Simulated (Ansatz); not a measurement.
Take TaC in the rock salt structure (space group Fm-3m, No. 225; relaxed with 0.1 eV smearing) as the base.

```xyz
2
Lattice="0.0000 2.2379 2.2379 2.2379 0.0000 2.2379 2.2379 2.2379 0.0000" Properties=species:S:1:pos:R:3 pbc="T T T"
C      0.0000     0.0000     0.0000
Ta     2.2379     2.2379     2.2379
```

The values are results of PBE (Ansatz, a program for electronic structure, PAW, without spin-orbit coupling), not measurements.

For the base:

```
Property    Value
--------  -------
Pressure  0.0 GPa
```

The change: the cell is scaled by 0.9656 in all directions, atoms relaxed at fixed cell.

Question: Predict the new pressure and energy relative to the base.

Answer: The pressure goes from zero to 42.4 GPa; the energy goes up by 135 meV/atom.

The cells carry an imposed strain or load. Whether these cells are dynamically stable was not tested. All final runs are without spin polarisation. An odd electron count without spin: TaC.
